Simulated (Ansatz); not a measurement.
Consider Se vacancy in chalcopyrite CuGaSe2, charge state +2. The step: a nearby Se atom hops onto the vacant site (strongly reconstructed ends); the atom moves 4.17 Å along (0.53, -0.01, -0.26) of the unit cell; the moving atom starts with neighbours Cu at 2.41, Cu at 2.43; Ga at 2.42, Ga at 2.50 Å and ends with Cu at 2.43, Cu at 2.43; Ga at 2.39, Ga at 2.48 Å. DFT values are from Ansatz (plane-wave PAW, 420 eV unless said) in a cell of 64 host sites, spin-restricted, static, with no finite-size correction. The charge state is imposed; whether it is stable for some Fermi level was not computed. Forms of the defect that were not tried may lie lower. For the PBE band: the saddle point's order was not checked.

```json
[
 {"Level": "PBE, one k-point at (0.250, 0.250, 0.250), band relaxed", "Forward barrier (eV)": "1.45", "Cost of the band or of the saddle's single point": "very roughly 4 core-hours"},
 {"Level": "PBE, a 2×2×2 k-point mesh shifted by half a step, same geometries", "Forward barrier (eV)": "1.40", "Cost of the band or of the saddle's single point": "very roughly 18 core-minutes"},
 {"Level": "r2SCAN at 500 eV, one k-point at (0.250, 0.250, 0.250), same geometries", "Forward barrier (eV)": "___", "Cost of the band or of the saddle's single point": "around 8 core-minutes (rough)"}
]
```

Task: Some entries are withheld; supply them.

Result: 
- r2SCAN at 500 eV, one k-point at (0.250, 0.250, 0.250), same geometries, Forward barrier (eV): 1.64

Ansatz is a first-principles code.
